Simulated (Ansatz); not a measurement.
Density of states of ZnO (P6_3mc) below the valence band maximum, PBEsol with spin-orbit coupling, rigid bands run with Ansatz (a first-principles code); cell volume 47.1 Å³.

| energy from edge (eV) | 10⁻³ states/eV/cell |
|---|---|
| 0.006 | 20.7 |
| 0.031 | 180 |
| 0.056 | 318 |
| 0.081 | 429 |
| 0.106 | 542 |
| 0.131 | 703 |
| 0.156 | 823 |
| 0.181 | 922 |
| 0.206 | 1010 |
| 0.231 | 1100 |
| 0.256 | 1180 |
| 0.281 | 1270 |
| 0.319 | 1380 |
| 0.344 | 1460 |
| 0.369 | 1530 |
| 0.394 | 1610 |
| 0.419 | 1690 |
| 0.444 | 1770 |
| 0.469 | 1850 |
| 0.494 | 1930 |
| 0.519 | 2010 |
| 0.544 | 2110 |
| 0.569 | 2190 |
| 0.594 | 2280 |

### Question
What effective density of states at 300 K does this give (∫ g(E) exp(−E/k_BT) dE, both spins, divided by the cell's size)?

### Answer
7.5e19 cm⁻³, a density-of-states mass of 2.1 mₑ, valleys and band degeneracy included.

Geometry: cell and atoms relaxed with PBEsol.
